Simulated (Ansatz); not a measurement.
Base system: WC (space group P-6m2, No. 187; a = 2.884 Å, c = 2.812 Å; relaxed with 0.1 eV smearing). Axes: x lies along a and z along c of the hexagonal cell.

Calculations: LDA in Ansatz (plane waves to 420 eV, PAW, without spin-orbit coupling).

The change: the cell is compressed by 2.50 % along x with no lateral relaxation, atoms relaxed at fixed cell.

**Question.** Predict the stress tensor and what it implies for the stiffness.

**Answer.** Stress of the strained cell less that of the base (GPa, compression positive):
```
   20.7     0.0     0.0
    0.0     6.7     0.0
    0.0     0.0     5.2
```

Then −Δσ_ii/ε with ε = -0.0250 gives secant stiffness values (nonlinear terms included at this strain): C11 ≈ 827 GPa, C12 ≈ 268 GPa and C13 ≈ 208 GPa.

As a check, the harmonic strain energy −½ V₀ Δσ:ε is 16 meV/atom; the computed energy rise is 16 meV/atom.

Stability against distortions was not tested. All final runs are without spin polarisation.

Ansatz is a program for electronic structure.
